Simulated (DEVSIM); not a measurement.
System: Ni/SiO2/p-GaSb capacitor, at 250 K.

Layer 1 from the left is SiO2, thickness (nm) 2.70. Layer 2 from the left is GaSb, thickness (nm) 900, Na (cm⁻³) 4.4e17.

Metal gate on the left, work function 5.1 eV. Fixed charge at the semiconductor interface 0 cm⁻² (in units of +e); no interface traps.

The device is made up for the run: typed textbook-type constants, with dimensions and the other settings drawn at random. Values at 300 K; Nc and Nv go as T^1.5, mobilities as T to minus their exponent, the gap by Varshni's rule with the affinity fixed.

SiO2: gap (eV) 9, affinity (eV) 0.9, permittivity 3.9. GaSb: gap (eV) 0.726, affinity (eV) 4.06, permittivity 15.7, Nc (cm⁻³) 2.1e17, Nv (cm⁻³) 1.8e19, Varshni α (eV/K) 0.00042, Varshni β (K) 140.

Model (solved in DEVSIM): 1D Poisson equation in equilibrium, Boltzmann statistics, complete ionisation; no quantum confinement or tunnelling. Metal contacts follow the ideal Schottky-Mott rule: no Fermi-level pinning, no interface dipoles.

**Question.** What does the simulation give for the flat-band voltage, the minimum of the low-frequency capacitance?

**Answer.** flat-band voltage 0.37 V; minimum of the low-frequency capacitance 0.242 μF/cm².
